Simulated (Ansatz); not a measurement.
The reference is WSe2 (space group P6_3/mmc, No. 194; a = 3.2790 Å, c = 12.7862 Å; layered, stacked along the Cartesian z axis).

Structures relaxed with PBE-D3(BJ) (Ansatz, a quantum-chemistry and plane-wave program, PAW, no spin-orbit coupling).

Base:

Simulated powder pattern, Cu Kα1, λ = 1.54056 Å (kinematic, ideal powder, no thermal factors, no anomalous dispersion; the 14 strongest lines at most, above 2 %, up to 2θ = 90°):

```
2θ (°)  I/Imax (%)    hkl
------  ----------  -----
13.84           75  (002)
31.48           34  (100)
32.27          9.2  (101)
34.53           13  (102)
38.05          100  (103)
42.38          8.7  (006)
47.83           40  (105)
56.05           27  (110)
57.62          7.8  (008)
58.03           12  (112)
69.75           17  (203)
72.71           11  (116)
76.71           10  (205)
84.61           16  (118)
```

After one change:

Simulated powder pattern, Cu Kα1, λ = 1.54056 Å (kinematic, ideal powder, no thermal factors, no anomalous dispersion; the 14 strongest lines at most, above 2 %, up to 2θ = 90°):

| 2θ (°) | I/Imax (%) |
|---|---|
| 14.01 | 69 |
| 31.87 | 33 |
| 32.67 | 9.5 |
| 34.96 | 12 |
| 38.53 | 100 |
| 42.92 | 9.5 |
| 48.44 | 36 |
| 56.79 | 26 |
| 58.39 | 7.2 |
| 58.80 | 11 |
| 70.73 | 17 |
| 73.74 | 12 |
| 77.81 | 9.1 |
| 85.88 | 15 |

Problem. Name the change that was made.
A) isotropic strain −1.20 %
B) isotropic strain −1.80 %
C) isotropic strain −0.60 %
D) isotropic strain −2.40 %

Solution. A, isotropic strain −1.20 %. Its volume per atom is 19.14 Å³ against 19.84 Å³, and its space group is P6_3/mmc (No. 194).

No phonon test of stability was made.
